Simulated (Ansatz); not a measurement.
The starting structures come from a database of crystals and need not be the phases stable at ambient conditions.

The decay constant κ of evanescent states in the gap governs leakage through a thin film.

Data:

```
CELL_PARAMETERS angstrom
      5.19751     0.00000     0.00000
      0.00000     9.94128     0.00000
      0.00000     0.00000     5.43038
ATOMIC_POSITIONS crystal
  Cd 0.75226 0.65292 0.39993
  Cd 0.25226 0.34708 0.60007
  Cd 0.25226 0.84708 0.89993
  Cd 0.75226 0.15292 0.10007
  P  0.40188 0.49353 0.22549
  P  0.90188 0.50647 0.77451
  P  0.90188 0.00647 0.72549
  P  0.40188 0.99353 0.27451
  P  0.59856 0.88083 0.55935
  P  0.09856 0.11917 0.44065
  P  0.09856 0.61917 0.05935
  P  0.59856 0.38083 0.94065
```

Space group of this cell: Pna2_1. The cell is taken as given; by PBEsol its mean pressure is -1.2 GPa.

Transport runs along the normal of the first two printed cell vectors.

The gap is the functional's own, uncorrected, and κ follows it; spin-orbit coupling is left out. Mid-gap values are interpolated between the computed energies.

**Question.** State the band gap and the smallest decay constant κ at mid-gap according to PBEsol in Ansatz (a program for electronic structure).

**Answer.** Gap 1.45 eV on a 6×4×6 mesh; κ = 0.178 1/Å, at (0.500, 0.500) of the in-plane reciprocal vectors. At the zone centre, at the nearest computed energy, the slowest state has κ = 0.22 1/Å.
